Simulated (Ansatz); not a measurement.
**Hypothetical cubic perovskite KMnBr3, response to strain**

The reference is KMnBr₃ in the cubic perovskite structure (space group Pm-3m, No. 221; a = 5.364 Å; ferromagnetic; a hypothetical phase, not in the database extracts checked). Axes: x, y, z lie along the cube axes.

Strains are applied to the cell and any free atomic positions relax; under biaxial strain the out-of-plane vector relaxes too.

Level of theory: PBE/PAW in Ansatz (a quantum-chemistry and plane-wave program), no spin-orbit coupling.

Notes on the quantities. energy relative to the base: free energy F.

| change | energy relative to the base | gap character | volume per atom | space group | largest site moment |
|---|---|---|---|---|---|
| base | 0 meV/atom | indirect, R → Γ | 30.87 Å³ | Pm-3m (No. 221) | 4.44 μB |
| biaxial strain −3.47 %, plane normal [110], relaxed out of plane | +12 meV/atom | indirect, T → Γ | 29.71 Å³ | Cmmm (No. 65) | 4.37 μB |
| isotropic strain −3.33 % | +30 meV/atom | indirect, R → Γ | 27.89 Å³ | Pm-3m (No. 221) | 4.34 μB |
| uniaxial strain ε_yy = −5.92 % | +19 meV/atom | indirect, A → Γ | 29.05 Å³ | P4/mmm (No. 123) | 4.32 μB |
| uniaxial strain ε_yy = −2.77 % | +3.8 meV/atom | indirect, A → Γ | 30.02 Å³ | P4/mmm (No. 123) | 4.39 μB |
| uniaxial strain ε_yy = −1.45 % | +1.0 meV/atom | indirect, A → Γ | 30.43 Å³ | P4/mmm (No. 123) | 4.41 μB |

Stability against distortions was not tested. No Hubbard U is applied and the magnetic state is the run's own (KMnBr3 ferromagnetic); other magnetic orders, which need larger cells, were not tried and can change the gap. Where the two band edges lie in opposite spin channels, the gap is a spin-flip gap. Many cubic perovskites are stable only at high temperature; tilts and polar distortions were not tested. k-point labels follow each cell's own Brillouin zone.
